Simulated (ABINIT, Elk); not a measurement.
An Elk input for a self-consistent single point of MnGa4 (Im-3m, 5 atoms in the cell) (DFT, PBEsol, all-electron FP-LAPW, Elk's shipped species files, default APW+lo basis):

```
tasks
  0

xctype
  22

spinpol
  .true.

reducebf
  0.5

rgkmax
  7.0

rmtscf
  0.89

nempty
  8

stype
  3

swidth
  0.00367493

avec
   -5.2380657044    5.2380657044    5.2380657044
    5.2380657044   -5.2380657044    5.2380657044
    5.2380657044    5.2380657044   -5.2380657044

atoms
  2   : nspecies
  'Mn.in'   : spfname
  1   : natoms; atposl, bfcmt below
  0.0000000000  0.0000000000  0.0000000000    0.0 0.0 -4.0
  'Ga.in'   : spfname
  4   : natoms; atposl, bfcmt below
  0.0000000000  0.0000000000  0.5000000000    0.0 0.0 0.0
  0.0000000000  0.5000000000  0.0000000000    0.0 0.0 0.0
  0.5000000000  0.5000000000  0.5000000000    0.0 0.0 0.0
  0.5000000000  0.0000000000  0.0000000000    0.0 0.0 0.0

ngridk
  6 6 6
```

Write the same calculation as an input for ABINIT.

One input that does it (others would too):

```
# MnGa4, JTH v2.0 PBE PAW
pp_dirpath "./"
pseudos "Mn.GGA_PBE-JTH.xml, Ga.GGA_PBE-JTH.xml"
acell 9.0725959335 9.0725959335 9.0725959335
rprim
        -0.5773502692    0.5773502692    0.5773502692
         0.5773502692   -0.5773502692    0.5773502692
         0.5773502692    0.5773502692   -0.5773502692
natom 5
ntypat 2
znucl 25 31
typat 1 2 2 2 2
xcart
         0.0000000000    0.0000000000    0.0000000000
         2.6190328522    2.6190328522   -2.6190328522
         2.6190328522   -2.6190328522    2.6190328522
         2.6190328522    2.6190328522    2.6190328522
        -2.6190328522    2.6190328522    2.6190328522
ecut 30 Ha
pawecutdg 60 Ha
pawxcdev 0
ixc -116133
nsppol 2
spinat
      0 0 4
      0 0 0
      0 0 0
      0 0 0
      0 0 0
occopt 3
tsmear 0.00367493
nband 46
kptopt 1
ngkpt 6 6 6
nshiftk 1
shiftk 0 0 0
nstep 60
tolvrs 1.0e-12
prtwf 0
prtden 0
enunit 2
```

Basis settings and potentials, where a program has them, do not carry over. This input uses DFT, PBEsol, plane waves, PAW (JTH v2.0 PBE PAW, files made for PBE). Both were run: size of the net moment 0.08 μB/atom in Elk and 0.08 in ABINIT.

On ABINIT: the starting cell comes from a database of computed structures (which also holds hypothetical and non-ambient phases and stackings), without a prior relaxation at this level. The moments shrank to a small part of their start, a low-spin state that need not be the lowest. The potentials were made for another functional than the one used.

On Elk: the starting cell comes from a database of computed structures (which also holds hypothetical and non-ambient phases and stackings), without a prior relaxation at this level. The moments shrank to a small part of their start, a low-spin state that need not be the lowest. Values depend on the basis (sphere radii, cutoffs, local orbitals), which need not be converged.
